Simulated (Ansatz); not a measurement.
## GeI4 (Pa-3, No. 205)

Level of theory: r²SCAN (Ansatz, a first-principles code, PAW).

Run with plane-wave cutoff 560 eV, 4×4×4 k mesh, Fermi–Dirac smearing 0.01 eV, scalar-relativistic PAW data made under PBE.

Cell (relaxed at this level):

```yaml
crystal:
  lattice:
    - [12.33372, 0.00000, 0.00000]
    - [0.00000, 12.33372, 0.00000]
    - [0.00000, 0.00000, 12.33372]
  atoms:
    - { symbol: Ge, position: [0.13171, 0.13171, 0.13171] }
    - { symbol: Ge, position: [0.36829, 0.86829, 0.63171] }
    - { symbol: Ge, position: [0.63171, 0.36829, 0.86829] }
    - { symbol: Ge, position: [0.86829, 0.63171, 0.36829] }
    - { symbol: Ge, position: [0.86829, 0.86829, 0.86829] }
    - { symbol: Ge, position: [0.63171, 0.13171, 0.36829] }
    - { symbol: Ge, position: [0.36829, 0.63171, 0.13171] }
    - { symbol: Ge, position: [0.13171, 0.36829, 0.63171] }
    - { symbol: I, position: [0.24942, 0.24942, 0.24942] }
    - { symbol: I, position: [0.25058, 0.75058, 0.74942] }
    - { symbol: I, position: [0.74942, 0.25058, 0.75058] }
    - { symbol: I, position: [0.75058, 0.74942, 0.25058] }
    - { symbol: I, position: [0.75058, 0.75058, 0.75058] }
    - { symbol: I, position: [0.74942, 0.24942, 0.25058] }
    - { symbol: I, position: [0.25058, 0.74942, 0.24942] }
    - { symbol: I, position: [0.24942, 0.25058, 0.74942] }
    - { symbol: I, position: [0.02163, 0.00625, 0.25032] }
    - { symbol: I, position: [0.47837, 0.99375, 0.75032] }
    - { symbol: I, position: [0.52163, 0.49375, 0.74968] }
    - { symbol: I, position: [0.97837, 0.50625, 0.24968] }
    - { symbol: I, position: [0.25032, 0.02163, 0.00625] }
    - { symbol: I, position: [0.75032, 0.47837, 0.99375] }
    - { symbol: I, position: [0.74968, 0.52163, 0.49375] }
    - { symbol: I, position: [0.24968, 0.97837, 0.50625] }
    - { symbol: I, position: [0.00625, 0.25032, 0.02163] }
    - { symbol: I, position: [0.99375, 0.75032, 0.47837] }
    - { symbol: I, position: [0.49375, 0.74968, 0.52163] }
    - { symbol: I, position: [0.50625, 0.24968, 0.97837] }
    - { symbol: I, position: [0.97837, 0.99375, 0.74968] }
    - { symbol: I, position: [0.52163, 0.00625, 0.24968] }
    - { symbol: I, position: [0.47837, 0.50625, 0.25032] }
    - { symbol: I, position: [0.02163, 0.49375, 0.75032] }
    - { symbol: I, position: [0.74968, 0.97837, 0.99375] }
    - { symbol: I, position: [0.24968, 0.52163, 0.00625] }
    - { symbol: I, position: [0.25032, 0.47837, 0.50625] }
    - { symbol: I, position: [0.75032, 0.02163, 0.49375] }
    - { symbol: I, position: [0.99375, 0.74968, 0.97837] }
    - { symbol: I, position: [0.00625, 0.24968, 0.52163] }
    - { symbol: I, position: [0.50625, 0.25032, 0.47837] }
    - { symbol: I, position: [0.49375, 0.75032, 0.02163] }
```

| Property | Value |
|---|---|
| band gap | 2.35 eV |

Note: the cell is over a tenth larger than the published one: the level's own overestimate first of all, though another phase or state, or a fault of the published cell, is possible.

Spin–orbit coupling is not included; with these elements it can move the gap by several tenths of an eV or more.

The computed numbers hold no vibrational or temperature effects.
